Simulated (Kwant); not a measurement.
Device: wire with a side stub in a GaN two-dimensional gas. Effective mass 0.22 mₑ, grid spacing 4 nm, hard walls, nominal width 80 nm (19 grid rows, so walls 80 nm apart), one parabolic valley, scattering region 240 nm long along x; energies count from the band bottom; Fermi energy swept from 0.00021365 to 0.0025371 eV. Closed stub on one side, 60 nm wide and 130 nm deep.

Constants are typed, rounded textbook-type inputs, not results; the design itself was drawn at random and stands for no fabricated device.

Model: effective-mass tight-binding model on a square grid, one spin, coherent transport at 0 K (Kwant). Conductance is in e²/h.

**Question.** How many channels do the leads carry at E = 1.37, 1.70 meV?

**Answer.** The hard-wall thresholds are n² ħ²π²/(2mW²) = n² × 0.267 meV with W = 80 nm. √(1.37/0.267) = 2.26, so 2. √(1.70/0.267) = 2.52, so 2.
